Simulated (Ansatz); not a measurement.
**A15 Mo3Si**

The numbers are results of PBE-D3(BJ) in Ansatz (PAW), not measurements.

Run with plane-wave cutoff 500 eV, 8×8×8 k mesh, Fermi–Dirac smearing 0.05 eV, no spin polarisation, scalar-relativistic PAW data made under PBE.

Cell: relaxed at this level.

```json
{
 "equilibrium_volume_per_atom": "14.33 Å³/atom",
 "lattice_parameter_a": "4.858 Å"
}
```

Measured, for comparison: lattice constant a 4.889 Å (temperature not stated, copied from a table, unchecked, no zero-point or thermal correction; as tabulated in Dopovidi Akademii Nauk Ukrains'koi RSR, Seriya A: Fiziko-Tekhnichni ta Matematichni Nauki 1970, 553 (1970)). Computed (rounded) less measured: lattice constant a not scored (unchecked). A static lattice is as a rule a little smaller and stiffer than an uncorrected measurement, which narrows the difference in the lattice constant a and would widen misses of the other sign.

Computing time: around 30 core-seconds (rough).

Ansatz is a quantum-chemistry and plane-wave program.
